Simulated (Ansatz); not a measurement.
The structure below was relaxed with PBEsol (Ansatz, a program for electronic structure), no spin-orbit coupling.

```xyz
10
Lattice="8.2274 0.0000 0.0000 0.0000 8.2274 0.0000 0.0000 0.0000 5.6734" Properties=species:S:1:pos:R:3 pbc="T T T"
Ba     0.0000     0.0000     0.0000
Cs     4.1137     4.1137     0.0000
Sn     4.1137     0.0000     2.8367
Sn     0.0000     4.1137     2.8367
Br     4.1137     0.0000     0.0000
Br     0.0000     4.1137     0.0000
Br     6.3858     6.3858     2.8367
Br     1.8416     1.8416     2.8367
Br     6.3858     1.8416     2.8367
Br     1.8416     6.3858     2.8367
```

### Question
Find the space group and the Wyckoff positions.

### Answer
Space group P4/mmm (No. 123); a = b = 8.227 Å, c = 5.673 Å, α = β = γ = 90.00°

| atom | site | symmetry | x | y | z |
|---|---|---|---|---|---|
| Ba | 1a | 4/mmm | 0.0000 | 0.0000 | 0.0000 |
| Cs | 1c | 4/mmm | 0.5000 | 0.5000 | 0.0000 |
| Sn | 2e | mmm. | 0.0000 | 0.5000 | 0.5000 |
| Br | 2f | mmm. | 0.0000 | 0.5000 | 0.0000 |
| Br | 4k | m.2m | 0.2238 | 0.2238 | 0.5000 |

### Question
Describe the coordination.

### Answer
The crystal has 10 atoms in its conventional cell. Cell: a = b = 8.227 Å, c = 5.673 Å, α = β = γ = 90.00°. Ba sees 8 Br at 3.851 Å and 4 Br at 4.114 Å (cuboctahedral). Cs sees 12 Br at 4.114–4.286 Å (cuboctahedral). Sn sees 6 Br at 2.837–2.925 Å (octahedral). Br1 is coordinated by 2 Sn at 2.837 Å and 2 Cs at 4.114 Å and 2 Ba at 4.114 Å (octahedral). Br2 sees 2 Sn at 2.925 Å and 2 Ba at 3.851 Å and 2 Cs at 4.286 Å (octahedral). (Neighbours: up to the widest gap in distance over summed covalent radii, below 1.35, at either atom; cation-cation and far metal-metal contacts left out.)

These are small ordered cells, not random alloys; other orderings at the same x differ. Stability against distortions was not tested. The final runs are not spin-polarised. An odd electron count without spin: CsBaSn2Br6. The cell was made from CsSnBr3 by this change: x(Ba) = 0.5, 10 atoms, P4/mmm. Many cubic perovskites are stable only at high temperature; tilts and polar distortions were not tested.
